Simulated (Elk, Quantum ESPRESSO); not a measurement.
An Elk input for a self-consistent single point of TiSi2 (Cmcm, 6 atoms in the cell) (DFT, PBE, all-electron FP-LAPW, Elk's shipped species files, default APW+lo basis):

```
tasks
  0

xctype
  20

rgkmax
  7.0

rmtscf
  0.96

stype
  0

swidth
  0.00734986

scale
  1.889726125

avec
    1.7401820000   -6.6638390000    0.0000000000
    1.7401820000    6.6638390000    0.0000000000
    0.0000000000    0.0000000000    3.5148300000

sppath
  './'

atoms
  2   : nspecies
  'Ti.in'   : spfname
  2   : natoms; atposl, bfcmt below
  0.8968800000  0.1031200000  0.7500000000    0.0 0.0 0.0
  0.1031200000  0.8968800000  0.2500000000    0.0 0.0 0.0
  'Si.in'   : spfname
  4   : natoms; atposl, bfcmt below
  0.5582500000  0.4417500000  0.7500000000    0.0 0.0 0.0
  0.4417500000  0.5582500000  0.2500000000    0.0 0.0 0.0
  0.2496900000  0.7503100000  0.7500000000    0.0 0.0 0.0
  0.7503100000  0.2496900000  0.2500000000    0.0 0.0 0.0

ngridk
  7 7 7
```

Give the Quantum ESPRESSO input for the same structure, mesh, smearing and functional.

This is the input that was run; spellings and numerical settings could be chosen otherwise.

```fortran
&CONTROL
   calculation = 'scf'
   prefix = 'run'
   outdir = './tmp'
   pseudo_dir = './'
   verbosity = 'high'
   tprnfor = .true.
   tstress = .true.
/
&SYSTEM
   ibrav = 0
   nat = 6
   ntyp = 2
   ecutwfc = 85
   occupations = 'smearing'
   smearing = 'gauss'
   degauss = 0.0147
/
&ELECTRONS
   conv_thr = 1e-10
   mixing_beta = 0.5
/
ATOMIC_SPECIES
Ti    47.8670  Ti.upf
Si    28.0850  Si.upf
ATOMIC_POSITIONS {crystal}
Ti    0.8968800000    0.1031200000    0.7500000000
Ti    0.1031200000    0.8968800000    0.2500000000
Si    0.5582500000    0.4417500000    0.7500000000
Si    0.4417500000    0.5582500000    0.2500000000
Si    0.2496900000    0.7503100000    0.7500000000
Si    0.7503100000    0.2496900000    0.2500000000
K_POINTS {automatic}
7 7 7  0 0 0
CELL_PARAMETERS {angstrom}
   1.7401820000    -6.6638390000     0.0000000000
   1.7401820000     6.6638390000     0.0000000000
   0.0000000000     0.0000000000     3.5148300000
```

Basis, cutoffs, solver keys and any potentials are the target program's own. This input uses DFT, PBE, plane waves, PseudoDojo standard norm-conserving (PBE) pseudopotentials.

The starting cell comes from a database of computed structures (which also holds hypothetical and non-ambient phases and stackings), without a prior relaxation at this level. Its lattice was rescaled by a random factor within 2.5 % of one. For this run, on top of that: lattice scaled by 0.98.
